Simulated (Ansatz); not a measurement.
The Bader charge of O in a series of structures.

Cell A: a slab of TiAl (P4/mmm) cut along (101), 17 atoms, rectangular cell of 2.82 × 9.92 Å (28.0 Å²), symmetry Pm, 8.1 Å thick under 16 Å of vacuum, in-plane vectors held at the crystal's; planes from bottom to top: Ti2Al2 × 4 | O, its two faces unlike (dipole correction applied); added, foreign or displaced atoms, above the top plane: O bound to 2 Ti at 1.90 Å and 1 Al at 1.91 Å; spin state with PBE: run without spin, k-point mesh 16×5×1.
```
CELL_PARAMETERS angstrom
      2.82370     0.00000     0.00000
      0.00000     9.91628     0.00000
      0.00000     0.00000    23.99210
ATOMIC_POSITIONS crystal
  Ti 0.50000 0.59774 0.33434
  Al 0.00000 0.34636 0.32981
  Ti 0.50000 0.43992 0.42873
  Al 0.00000 0.18994 0.43117
  Ti 0.50000 0.27816 0.52787
  Al 0.00000 0.02648 0.53007
  Ti 0.50000 0.12201 0.62878
  Al 0.00000 0.86336 0.62366
  Ti 0.50000 0.09958 0.33804
  Al 0.00000 0.84842 0.33036
  Ti 0.50000 0.94021 0.43141
  Al 0.00000 0.68951 0.42739
  Ti 0.50000 0.77447 0.52324
  Al 0.00000 0.52582 0.52420
  Ti 0.50000 0.61209 0.61713
  Al 0.00000 0.37140 0.62817
  O  0.00000 0.20623 0.66906
```

Cell B: a slab of TiAl (P4/mmm) cut along (101), 9 atoms, rectangular cell of 2.82 × 4.96 Å (14.0 Å²), symmetry Pm, 8.1 Å thick under 16 Å of vacuum, in-plane vectors held at the crystal's; planes from bottom to top: TiAl × 4 | O, its two faces unlike (dipole correction applied); added, foreign or displaced atoms, above the top plane: O bound to 1 Al at 1.90 Å and 2 Ti at 1.91 Å; spin state with PBE: run without spin, k-point mesh 16×9×1.
```xyz
9
Lattice="2.8237 0.0000 0.0000 0.0000 4.9581 0.0000 0.0000 0.0000 23.9921" Properties=species:S:1:pos:R:3 pbc="T T T"
Ti     1.4119     0.9708     8.0667
Al     0.0000     3.4354     7.9190
Ti     1.4119     4.3512    10.3163
Al     0.0000     1.8639    10.2968
Ti     1.4119     2.7159    12.6053
Al     0.0000     0.2437    12.6501
Ti     1.4119     1.1816    15.0657
Al     0.0000     3.6404    14.9286
O      0.0000     2.0736    15.9961
```

Cell C: a slab of TiAl (P4/mmm) cut along (101), 10 atoms, rectangular cell of 2.82 × 4.96 Å (14.0 Å²), symmetry Pm, 8.1 Å thick under 16 Å of vacuum, in-plane vectors held at the crystal's; planes from bottom to top: TiAl × 4 | O2, its two faces unlike (dipole correction applied); added, foreign or displaced atoms, above the top plane: O bound to 1 Al at 1.86 Å and 2 Ti at 1.88 Å; O bound to 2 Al at 1.82 Å and 1 Ti at 1.88 Å; spin state with PBE: run without spin, k-point mesh 16×9×1.
```yaml
crystal:
  lattice:
    - [2.82370, 0.00000, 0.00000]
    - [0.00000, 4.95814, 0.00000]
    - [0.00000, 0.00000, 23.99210]
  atoms:
    - { symbol: Ti, position: [0.50000, 0.20341, 0.33680] }
    - { symbol: Al, position: [0.00000, 0.70178, 0.33113] }
    - { symbol: Ti, position: [0.50000, 0.88797, 0.43103] }
    - { symbol: Al, position: [0.00000, 0.38610, 0.42957] }
    - { symbol: Ti, position: [0.50000, 0.55639, 0.52493] }
    - { symbol: Al, position: [0.00000, 0.05849, 0.52870] }
    - { symbol: Ti, position: [0.50000, 0.23256, 0.62866] }
    - { symbol: Al, position: [0.00000, 0.71691, 0.62511] }
    - { symbol: O, position: [0.00000, 0.40081, 0.66678] }
    - { symbol: O, position: [0.50000, 0.88184, 0.65884] }
```

Plane-wave PAW calculations with Ansatz (a quantum-chemistry and plane-wave program), its default PAW set, cutoff 420 eV, 500 eV for r2SCAN. The structures are at rest with PBE, within the held lattices; other levels are single points on them. Neutral cells; Fermi-Dirac smearing of at most 0.10 eV in the solids, energies taken to zero width. The lattices are those relaxed with PBE, so at other levels the solids can be strained, which adds to the spread. No structure search was made; lower ones may exist. No correction for cell size. A dispersion term ran beside these levels; it doesn't touch the electrons. Electrons of density maxima off the nuclei are shared among the atoms. Mean over the atoms, with the range where they differ; positive means electrons lost.

**Question.** What does PBE give for the Bader charge of O of each cell (e)?

**Answer.** 
```tsv
cell	PBE
A	-1.35
B	-1.35
C	-1.41 (-1.53 to -1.29)
```

With PBE the value is lowest for C and highest for A and B.

**Question.** And at the other levels?

**Answer.** 
| system | r2SCAN |
|---|---|
| A | -1.38 |
| B | -1.38 |
| C | -1.44 (-1.56 to -1.32) |

With r2SCAN the value is lowest for C and highest for A and B.
